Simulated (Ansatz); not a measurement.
# Response to strain in HfO2

Base system: HfO₂ in the fluorite structure (space group Fm-3m, No. 225; a = 5.0010 Å). Axes: x, y, z lie along the cube axes.

Strains are applied to the cell and any free atomic positions relax; under biaxial strain the out-of-plane vector relaxes too.

Method: DFT with LDA, PAW potentials and a 420 eV plane-wave cutoff in Ansatz (a first-principles code), no spin-orbit coupling.

Problem. Only one of these has a direct gap. Which?
A) biaxial strain +2.00 %, plane normal [001], relaxed out of plane
B) biaxial strain −1.00 %, plane normal [001], relaxed out of plane
C) biaxial strain −3.00 %, plane normal [001], relaxed out of plane

Solution. B, biaxial strain −1.00 %, plane normal [001], relaxed out of plane. Computed: biaxial strain +2.00 %, plane normal [001], relaxed out of plane: indirect, M → Γ; biaxial strain −3.00 %, plane normal [001], relaxed out of plane: indirect, X → Γ; biaxial strain −1.00 %, plane normal [001], relaxed out of plane: direct at X

With Hf present, leaving out spin-orbit coupling can change the band edges. Whether these cells are dynamically stable was not tested. This is not the structure that HfO2 has at room temperature and ambient pressure. k-point labels follow each cell's own Brillouin zone.
